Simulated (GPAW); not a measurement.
GPAW run on Pt2BaCd4 (P4_2/mnm, 14 atoms in the cell): self-consistent single point

Method of the run: PBEsol, GPAW PAW datasets PBEsol (made by gpaw-setup) (plane waves; GPAW 25.7.0).

The input file:

```python
from ase import Atoms
from ase.dft.kpoints import monkhorst_pack
from ase.units import GPa
from gpaw import GPAW, PW

atoms = Atoms(['Pt', 'Pt', 'Pt', 'Pt', 'Ba', 'Ba', 'Cd', 'Cd', 'Cd', 'Cd', 'Cd', 'Cd', 'Cd', 'Cd'],
              cell=[[8.371900, 0.000000, 0.000000],
                    [0.000000, 8.371900, 0.000000],
                    [0.000000, 0.000000, 4.462400]],
              positions=[[2.324207, 2.324207, 0.000000],
                         [1.861743, 6.510157, 2.231200],
                         [6.047693, 6.047693, 0.000000],
                         [6.510157, 1.861743, 2.231200],
                         [0.000000, 0.000000, 0.000000],
                         [4.185950, 4.185950, 2.231200],
                         [7.061614, 3.429967, 0.000000],
                         [0.755983, 2.875664, 2.231200],
                         [1.310286, 4.941933, 0.000000],
                         [7.615917, 5.496236, 2.231200],
                         [2.875664, 0.755983, 2.231200],
                         [4.941933, 1.310286, 0.000000],
                         [5.496236, 7.615917, 2.231200],
                         [3.429967, 7.061614, 0.000000]],
              pbc=True)

calc = GPAW(mode=PW(600),
            xc='PBEsol',
            kpts=monkhorst_pack((3, 3, 5)) + [0.5 / 3, 0.5 / 3, 0.5 / 5],
            occupations={'name': 'methfessel-paxton', 'width': 0.1, 'order': 0},
            nbands=-20,
            convergence={'density': 1e-05, 'energy': 1e-05},
            symmetry={'symmorphic': False, 'tolerance': 0.0005},
            maxiter=150,
            txt='-')

atoms.calc = calc

energy = atoms.get_potential_energy()
print('Energy (eV):', round(energy, 6))
forces = atoms.get_forces()
print('Forces (eV/Ang):')
print(forces.round(5))
stress = atoms.get_stress()
print('Stress (GPa, Voigt):', (stress / GPa).round(4))
```

Output, abridged:

```
Input parameters:
  convergence: {density: 1e-05,
                energy: 1e-05}
  kpts: [[-0.16666667 -0.16666667 -0.3       ],
         [-0.16666667 -0.16666667 -0.1       ],
         [-0.16666667 -0.16666667  0.1       ],
         ...,
         [ 0.5         0.5         0.1       ],
         [ 0.5         0.5         0.3       ],
         [ 0.5         0.5         0.5       ]]
  maxiter: 150
  mode: {ecut: 600.0,
         name: pw}
  nbands: -20
  occupations: {name: methfessel-paxton,
                order: 0,
                width: 0.1}
  symmetry: {symmorphic: False,
             tolerance: 0.0005}
  xc: PBEsol

species:
  Pt:
    name: Platinum
    Z: 78.0
    valence: 16
    core: 62
    charge: 0.0
    file: Pt.PBEsol.gz

    # Using partial waves for Pt as LCAO basis

  Ba:
    name: Barium
    Z: 56.0
    valence: 10
    core: 46
    charge: 0.0
    file: Ba.PBEsol.gz

    # Using partial waves for Ba as LCAO basis

  Cd:
    name: Cadmium
    Z: 48.0
    valence: 12
    core: 36
    charge: 0.0
    file: Cd.PBEsol.gz

    # Using partial waves for Cd as LCAO basis

Reference energy: -3660142.302856  # eV

Spin-paired calculation

Convergence criteria:
 Maximum [total energy] change in last 3 cyles: 1e-05 eV / valence electron
 Maximum integral of absolute [dens]ity change: 1e-05 electrons / valence electron
 Maximum integral of absolute [eigenst]ate change: 4e-08 eV^2 / valence electron
 Maximum number of scf [iter]ations: 150

Symmetries present (total): 16
Symmetries with fractional translations: 8
45 k-points: 3 x 3 x 5 Monkhorst-Pack grid + [1/6,1/6,1/10]
9 k-points in the irreducible part of the Brillouin zone
       k-points in crystal coordinates                weights
   0:     0.16666667    0.16666667    0.10000000          8/45
   1:     0.16666667    0.16666667    0.30000000          8/45
   2:     0.16666667    0.16666667    0.50000000          4/45
   3:     0.50000000    0.16666667    0.10000000          8/45
   4:     0.50000000    0.16666667    0.30000000          8/45
   5:     0.50000000    0.16666667    0.50000000          4/45
   6:     0.50000000    0.50000000    0.10000000          2/45
   7:     0.50000000    0.50000000    0.30000000          2/45
   8:     0.50000000    0.50000000    0.50000000          1/45

Wave functions: Plane wave expansion
  Cutoff energy: 600.000 eV
  Number of coefficients (min, max): 10407, 10466
  Pulay-stress correction: 0.000000 eV/Ang^3 (de/decut=0.000000)

Occupation numbers: Methfessel-Paxton:
  width: 0.1000  # eV
  order: 0

Eigensolver

Densities:
  Coarse grid: 48*48*28 grid
  Fine grid: 96*96*56 grid
  Total Charge: 0.000000

Density mixing:
  Method: separate
  Backend: pulay
  Linear mixing parameter: 0.05
  old densities: 5
  Damping of long wavelength oscillations: 50

Hamiltonian:
  XC and Coulomb potentials evaluated on a 96*96*56 grid
  External potential:
    NoExternalPotential

XC parameters: PBEsol with 2 nearest neighbor stencil

Number of atoms: 14
Number of atomic orbitals: 130
Number of bands in calculation: 110
Number of valence electrons: 180
Bands to converge: occupied

Density initialized from atomic densities
  110 bands from LCAO basis set

Atomic positions and initial magnetic moments

Positions:
   0 Pt     2.324207    2.324207    0.000000    ( 0.0000,  0.0000,  0.0000)
   1 Pt     1.861743    6.510157    2.231200    ( 0.0000,  0.0000,  0.0000)
   2 Pt     6.047693    6.047693    0.000000    ( 0.0000,  0.0000,  0.0000)
   3 Pt     6.510157    1.861743    2.231200    ( 0.0000,  0.0000,  0.0000)
   4 Ba     0.000000    0.000000    0.000000    ( 0.0000,  0.0000,  0.0000)
   5 Ba     4.185950    4.185950    2.231200    ( 0.0000,  0.0000,  0.0000)
   6 Cd     7.061614    3.429967    0.000000    ( 0.0000,  0.0000,  0.0000)
   7 Cd     0.755983    2.875664    2.231200    ( 0.0000,  0.0000,  0.0000)
   8 Cd     1.310286    4.941933    0.000000    ( 0.0000,  0.0000,  0.0000)
   9 Cd     7.615917    5.496236    2.231200    ( 0.0000,  0.0000,  0.0000)
  10 Cd     2.875664    0.755983    2.231200    ( 0.0000,  0.0000,  0.0000)
  11 Cd     4.941933    1.310286    0.000000    ( 0.0000,  0.0000,  0.0000)
  12 Cd     5.496236    7.615917    2.231200    ( 0.0000,  0.0000,  0.0000)
  13 Cd     3.429967    7.061614    0.000000    ( 0.0000,  0.0000,  0.0000)

Unit cell:
           periodic     x           y           z      points  spacing
  1. axis:    yes    8.371900    0.000000    0.000000    48     0.1744
  2. axis:    yes    0.000000    8.371900    0.000000    48     0.1744
  3. axis:    yes    0.000000    0.000000    4.462400    28     0.1594

  Lengths:   8.371900   8.371900   4.462400
  Angles:   90.000000  90.000000  90.000000

Effective grid spacing dv^(1/3) = 0.1692

     iter     time        total  log10-change:
                         energy   eigst   dens
iter:   1 --:--:--   -53.528795
iter:   2 --:--:--   -53.284973   -1.15  -1.40
iter:   3 --:--:--   -51.125974   -1.47  -1.42
iter:   4 --:--:--   -51.392820   -1.70  -1.65
iter:   5 --:--:--   -50.861184   -2.21  -1.79
iter:   6 --:--:--   -50.859422   -2.97  -2.20
iter:   7 --:--:--   -50.859948c  -3.34  -2.41
iter:   8 --:--:--   -50.837689   -2.90  -2.46
iter:   9 --:--:--   -50.836064   -4.56  -2.81
iter:  10 --:--:--   -50.840132   -4.59  -2.80
iter:  11 --:--:--   -50.838224   -5.26  -2.77
iter:  12 --:--:--   -50.828272   -3.88  -2.80
iter:  13 --:--:--   -50.828422   -5.30  -3.17
iter:  14 --:--:--   -50.828210c  -4.61  -3.21
iter:  15 --:--:--   -50.827905c  -5.44  -3.37
iter:  16 --:--:--   -50.827544c  -4.70  -3.40
iter:  17 --:--:--   -50.827540c  -5.80  -3.64
iter:  18 --:--:--   -50.827425c  -5.15  -3.70
iter:  19 --:--:--   -50.827408c  -6.11  -4.00
iter:  20 --:--:--   -50.827400c  -7.15  -4.05
iter:  21 --:--:--   -50.827402c  -6.47  -4.10
iter:  22 --:--:--   -50.827398c  -7.04  -4.42
iter:  23 --:--:--   -50.827396c  -8.01c -4.45
iter:  24 --:--:--   -50.827394c  -7.18  -4.52
iter:  25 --:--:--   -50.827392c  -7.75c -4.69
iter:  26 --:--:--   -50.827390c  -8.02c -4.91
iter:  27 --:--:--   -50.827392c  -7.66c -4.95
iter:  28 --:--:--   -50.827392c  -8.06c -5.10c

Converged after 28 iterations.

Dipole moment: (-0.000000, 0.000000, -0.000000) |e|*Ang

Energy contributions relative to reference atoms: (reference = -3660142.302856)

Kinetic:         +0.732915
Potential:       +7.433221
External:        +0.000000
XC:             -57.513348
Entropy (-ST):   -0.009659
Local:           -1.475350
SIC:             +0.000000
--------------------------
Free energy:    -50.832221
Extrapolated:   -50.827392

Showing only first 2 kpts
 Kpt  Band  Eigenvalues  Occupancy
  0    88      8.20455    1.47688
  0    89      8.65003    0.00000
  0    90      9.04861    0.00000
  0    91      9.26620    0.00000

  1    88      7.46821    2.00000
  1    89      7.55514    2.00000
  1    90      8.05188    1.99485
  1    91      8.56428    0.00001

Fermi level: 8.24970

No gap
No difference between direct/indirect transitions
Energy (eV): -50.827392

Forces in eV/Ang:
  0 Pt    0.06015    0.06015    0.00000
  1 Pt   -0.06015    0.06015    0.00000
  2 Pt   -0.06015   -0.06015    0.00000
  3 Pt    0.06015   -0.06015    0.00000
  4 Ba    0.00000    0.00000    0.00000
  5 Ba    0.00000    0.00000    0.00000
  6 Cd   -0.01998    0.04247    0.00000
  7 Cd   -0.04247   -0.01998    0.00000
  8 Cd    0.01998   -0.04247    0.00000
  9 Cd    0.04247    0.01998    0.00000
 10 Cd   -0.01998   -0.04247    0.00000
 11 Cd   -0.04247    0.01998    0.00000
 12 Cd    0.01998    0.04247    0.00000
 13 Cd    0.04247   -0.01998    0.00000

Stress tensor:
     0.009843     0.000000     0.000000
     0.000000     0.009843     0.000000
     0.000000     0.000000     0.007432
Stress (GPa, Voigt): [1.5769 1.5769 1.1907 0.     0.     0.    ]
```

The run converged in 28 iterations. GPAW prints stress with tension positive.

The starting cell comes from a database of published, mostly measured structures (it also holds non-ambient and calculated ones), without a prior relaxation at this level. Spin-orbit coupling is off. Spin polarisation is off.

Cost on one core of a shared machine: roughly 9 min.
